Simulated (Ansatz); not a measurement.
# PbTe: energy against volume

PbTe (rock salt, Fm-3m, 32.456 Å³/atom and stress up to 0.01 GPa in the relaxed cell, cube axes along x, y and z) under an equal strain ε along all three axes. LDA in Ansatz, a plane-wave DFT program (PAW, default set), 420 eV, 9×9×9 Γ-centred mesh, Fermi-Dirac smearing 0.05 eV; ions are relaxed, or left where forces stay under 0.02 eV/Å, within the symmetry of each cell.

Here V stands for volume and E for E less E0.

```csv
volume (Å³/atom),E less E0 (meV/atom),pressure (GPa)
29.6213,?,?
30.5469,19.10,3.39
31.0169,10.55,2.45
31.4916,4.61,1.57
31.9712,1.13,0.76
32.4556,0.00,0.00
32.9448,1.10,-0.71
33.4390,4.29,-1.36
33.9381,9.49,-1.97
34.4421,16.57,-2.53
```

Taking the third-order Birch-Murnaghan form, a cubic in V^(-2/3) for E over the 9 complete rows: With u = V^(-2/3) - 0.0983, the rows have u = 0.0040345, 0.0029980, 0.0019775, 0.0009721, -0.0000181, -0.0009934, -0.0019546, -0.0029015, -0.0038344. Least squares gives E = 0.004 + 40.7·u + 1149970·u² + 3269520·u³. Residuals (row less fit): -0.001, 0.000, 0.003, -0.003, -0.004, 0.005, -0.003, 0.003, -0.001; standard error 0.004 (degrees of freedom: 5). Its minimum lies at u = -0.0000177, so V0 = (0.0982823)^(-3/2) = 32.46. There d²E/du² = 2300000 and d³E/du³ = 1.962e7, so B0 = (4/9) × 32.46^(-7/3) × 2300000 × 0.160218 = 48.7 GPa (the last factor turns the table's units into GPa), and B0' = 4 + (2/3) × 0.0982823 × (1.962e7)/2300000 = 4.6. B0' rests on the cubic coefficient alone and has a standard error of 0.1 from these residuals.

Problem. Estimate the missing E (V = 29.6213); what did the run itself give?

Solution. u = 0.0061553, so E = 0.004 + 40.7 × 0.0061553 + 1149970 × 0.0061553² + 3269520 × 0.0061553³ = 44.587 meV/atom. The calculation gives 44.55 meV/atom, 0.037 meV/atom below the prediction (0.1 % of the range of E in the table). The row lies outside the fitted rows, so this is an extrapolation. The scatter of the fitted rows lies at the last printed digit.

Spin-orbit coupling is left out, which can shift these values for the heavy elements here. Other structures, which can take over under pressure, weren't tried. The same form fitted to the pressure column gives B0' = 4.5; series where the two differ by over 0.4 aren't shown. Rows are the converged runs of the series near zero and its far end, less any whose ions stayed unrelaxed beside relaxed ones; series whose fitted rows scatter by over a few per cent of the range, as at a crossing or softening among them, aren't shown in this form.
